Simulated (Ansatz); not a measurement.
Levels about the gap of amorphous Si24O48H2 (74 atoms in a cell of 1095 Å³, 2.19 g/cm³; zone centre alone, so wide bands show as single levels with stretches between that a denser mesh fills), at the geometry that PBE relaxed, where it gives 0.0 GPa on a denser mesh. The participation number counts the atoms over which a state spreads; weights are charges in smoothed Voronoi cells. The levels come from a single point, so bond lengths are those of that geometry. Method of the levels: PBE, scalar-relativistic without spin-orbit coupling (Ansatz, a program for electronic structure). Sampling: the zone centre alone; Fermi-Dirac width 0.02 eV; no spin polarisation. The usual formal charges leave 2 electrons over, so the level spacing at the Fermi energy parts defect or band states and needn't be the band gap. At PBE the levels at the filled edge of the gap are localised (band-tail or defect states), and the nearest spread-out levels lie 5.6 eV apart at the zone centre.

The cell was made by melting and quenching with the CHGNet potential and then relaxed with DFT. O atoms were pushed apart under 1.9 Å during the dynamics, to hinder bonds among them. The hot cell started wider than the set density and was brought back towards it in steps. It is the lowest in DFT energy of 2 quenches. It is a model cell: composition and starting density were chosen by hand, and all elements were melted together. No dispersion term was used. Its density started from a set value of 2.01 and ended at 2.19 g/cm³. Cooling (nominally 780 K/ps over its main leg) ran many orders faster than in experiment, which tends to leave more defects and strain. One small periodic cell is one sample of the glass; other quenches scatter about these values. Volume and shape were free in the relaxation.

```
E - E(highest filled), eV  filling  participation number        largest on  weight O  weight Si  weight H
-------------------------  -------  --------------------  ----------------  --------  ---------  --------
-2.32                       filled                  11.7   O, 2 neighbours      0.93       0.05      0.02
-2.28                       filled                  14.2   O, 2 neighbours      0.96       0.04      0.01
-2.27                       filled                   7.1   O, 2 neighbours      0.94       0.05      0.01
-2.24                       filled                  14.4   O, 2 neighbours      0.95       0.04      0.01
-2.16                       filled                   5.3   O, 2 neighbours      0.93       0.03      0.04
-2.13                       filled                   9.1   O, 2 neighbours      0.96       0.03      0.00
0.00                        filled                   2.8  Si, 2 neighbours      0.38       0.59      0.02
3.26                         empty                  64.6  Si, 4 neighbours      0.68       0.29      0.03
3.97                         empty                   3.4  Si, 2 neighbours      0.41       0.57      0.02
4.60                         empty                  34.2  Si, 4 neighbours      0.60       0.34      0.06
4.86                         empty                  27.0  Si, 2 neighbours      0.57       0.32      0.11
4.94                         empty                  40.0   O, 2 neighbours      0.64       0.31      0.04
5.16                         empty                  44.2   O, 2 neighbours      0.69       0.30      0.02
5.24                         empty                  43.5  Si, 4 neighbours      0.62       0.34      0.04
```

Most localised among these is the filled level at +0.00 eV, on a Si atom, which has 2 neighbours (O 1.68 Å, O 1.69 Å).
